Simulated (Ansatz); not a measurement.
Results of LDA+SOC in Ansatz (plane waves, PAW) for AlB2-type HfB2.

Input file:

Ansatz 0.2 input:
```yaml
crystal:
  lattice:
    - [-1.57, -2.71932, 0.0]
    - [-1.57, 2.71932, 0.0]
    - [0.0, 0.0, -3.48]
  atoms:
    - { symbol: Hf, position: [0.0, 0.0, 0.0] }
    - { symbol: B, position: [0.333333, 0.666666, 0.5] }
    - { symbol: B, position: [0.666667, 0.333334, 0.5] }
basis:
  ecutwfc: 520
  ecutrho_ratio: 4
  xc_grid: 2
kpoints:
  mp_grid: { grid: [24, 24, 16] }
hamiltonian:
  xc: lda
  dispersion: none
  pseudopotentials: { kind: paw }
scf:
  occupations: { method: fermi_dirac, width: 0.05 }
  convergence: { dr2_threshold: 0.0000000003 }
output:
  forces: true
  stress: true
  eigenvalues: true
magnetization:
  noncollinear: true
  spin_orbit: true
```

From the output:

```
WARN the atoms were moved onto the symmetric positions of the space group found under crystal.symmetry.tolerance 1.0e-5 (fractional …
Crystal: 3 atoms, lattice volume = 29.715 Å³
Basis set: ecut = 520 eV, 787 PW (Γ), exchange–correlation on 48×48×54 points (8 copies of the dense FFT grid, shifted against one another)
Bands: 40, of which v1, the nominal top of the filled ones, is band 32 counted from 1 (31 counted from 0)
Symmetry: 24 space group operations + 24 with time reversal
k-points: 549 of 9216
Initial density: superposition of atomic densities (chi_scale 0.1, normalization cell, long waves kept (reshape's long-wave potential 0.00 eV rms))
Functional: x = slater, c = lda
SCF 1 converged in 9 iterations: F = -15797.470183 eV  dr2 = 1.69e-11
SCF converged after 9 iterations
Free energy (F): -15797.470183 eV
Internal energy: -15797.468053 eV  (E = F + TS)
E sigma→0 (E₀):  -15797.469118 eV
Fermi energy:    20.236758 eV
--- Forces (eV/Å), atoms counted from 1 ---
  atom   1  Hf     0.00000000    -0.00000000     0.00000000
  atom   2  B     -0.00000000     0.00000000    -0.00000000
  atom   3  B      0.00000000    -0.00000000     0.00000000
--- Stress (GPa, compression-positive) ---
      -10.214040       0.000000       0.000000
        0.000000     -10.214040       0.000000
        0.000000       0.000000     -11.165590
  P = ⅓ Tr σ = -10.5312 GPa (-105.312 kbar)
```

The PAW data were made under PBE.

Note: cell and atoms aren't relaxed at this level (pressure -10.5 GPa).

Ansatz is an electronic-structure program.
